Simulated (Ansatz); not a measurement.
## How far a parabola holds: energy against volume of A15 V₃Si (cubic form, which distorts at low temperature)

Results of PBEsol (PAW; Ansatz, an electronic-structure program) for A15 V₃Si (cubic form, which distorts at low temperature). Numerical settings: plane-wave cutoff 520 eV, 12×12×12 k mesh, Fermi–Dirac smearing 0.05 eV, no spin polarisation, scalar-relativistic PAW data made under PBE. The cell has no free parameter but its volume, all volumes share cutoff and mesh, and the runs aren't spin-polarised. Energies are free energies at the run's smearing, counted from the lowest row; static lattice.

```csv
V (Å³/atom),E (meV/atom)
11.810,?
12.062,13.89
12.313,3.35
12.564,0.00
12.815,3.16
13.067,12.21
```

The 5 complete rows are fitted with a parabola, E against V. With u = V - 12.6, the rows have u = -0.5380, -0.2870, -0.0360, 0.2150, 0.4670. Least squares gives E = 0.014 + 2.267·u + 51.685·u². Residuals (row less fit): 0.136, -0.271, 0.001, 0.269, -0.135; standard error 0.302 (degrees of freedom: 2). The fitted curve has its minimum at V = 12.6, where E = -0.01. Its curvature is d²E/dV² = 2 × 51.685 meV/Å⁶, so B = V0·d²E/dV² × 0.1602 = 208 GPa.

Problem. Estimate the missing E (V = 11.810); what did the run itself give?

Solution. u = -0.7900, so E = 0.014 + 2.267 × (-0.7900) + 51.685 × (-0.7900)² = 30.480 meV/atom. The calculation gives 32.38 meV/atom, 1.900 meV/atom above the prediction (5.9 % of the range of E in the table). The row lies outside the fitted rows, so this is an extrapolation. From the scatter of the fitted rows alone, a prediction at this place has a standard error of 0.716 meV/atom, so the miss is 2.7 times that.

The residuals are curvature that a parabola lacks, not noise. A solid that stiffens under compression and softens on expansion lies above the parabola at the compressed end and under it at the expanded end, as this row does. A third-order Birch-Murnaghan fit to the whole scan has B0 = 207 GPa. Only scans are tabulated whose curvature falls smoothly with volume, and where the parabola meets the shown rows within 5 % of their range and misses the end by 0.1 meV or more.

Measured, for comparison: bulk modulus 171 GPa (300 K, no zero-point or thermal correction, sources range from 171 to 176; as tabulated in Lu and Klein (1997), arXiv:cond-mat/9704251). Computed less measured: bulk modulus +21 % (+18 % to +21 % over the range).

Note: symmetry holds this phase in the static calculation, where it need not be a minimum.
